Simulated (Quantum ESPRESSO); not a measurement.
Quantum ESPRESSO 7.5, DFT, PBE, plane waves, PseudoDojo 0.5 standard norm-conserving PBE (local tails restored to the Coulomb form): bcc W, atoms displaced, 2 atoms. Basis and mesh were picked for this test and aren't claimed converged.

```
Property                                               Result
----------------------------  -------------------------------
cell                          3.17, 3.17, 3.17 Å; 90, 90, 90°
distance to the nearest atom                   2.69 to 2.69 Å
task                                                      scf
k mesh                                                  8×8×8
ecutwfc                                                 74 Ry
ecutrho                                                296 Ry
occupations                                          smearing
smearing                                                   mv
degauss                                               0.02 Ry
conv_thr                                             2e-09 Ry
tprnfor                                                  true
tstress                                                 false
diagonalization                               david (default)
mixing_mode                                   plain (default)
mixing_beta                                     0.7 (default)
mixing_ndim                                       8 (default)
k-points computed                                         260
bands                                                      18
electrons                                                  28
G-vectors of the density                                18349
FFT grid                                             36×36×36
```

It runs on a single node (AMD EPYC (Zen 5), 96 cores on 1 socket, no SMT, 12 L3 cache groups).

Times are wall-clock medians of two to five runs, from launch to exit, with nothing else on the machine. Unless noted, each process is bound to its own block of adjacent cores. Build: conda-forge: Open MPI 5.0, OpenMP, OpenBLAS 0.3.34 (pthreads), FFTW, ScaLAPACK, ELPA. Other compilers and libraries give other times. Scratch files lie in a memory file system.

All on 96 ranks. The candidates, on 96 cores each, agree within 1.0 meV/atom in energy, 10 meV/Å in forces (largest component):
A. -nk 2
B. -nk 32
C. -nk 1
D. -nk 3
E. -nk 48
F. -nk 96
G. -nk 8

Q: Pick the fastest of these ways to run it.

A: E and B, at 3.2 s, level within 8 % or the scatter of repeats. At the other end C takes 7.7× as long.

```csv
candidate,wall time,repeats,SCF iterations
E,3.2 s,3 runs within 7 %,10
B,3.2 s,3 runs within 2 %,10
F,3.6 s,3 runs within 1 %,10
G,3.8 s,3 runs within 4 %,10
D,7.9 s,2 runs within 5 %,8
A,10 s,2 runs within 1 %,8
C,25 s,2 runs within 1 %,9
```

From the slowest to the fastest: The largest move is in FFTs of H·ψ (vloc_psi): 12 s to 0.70 s.
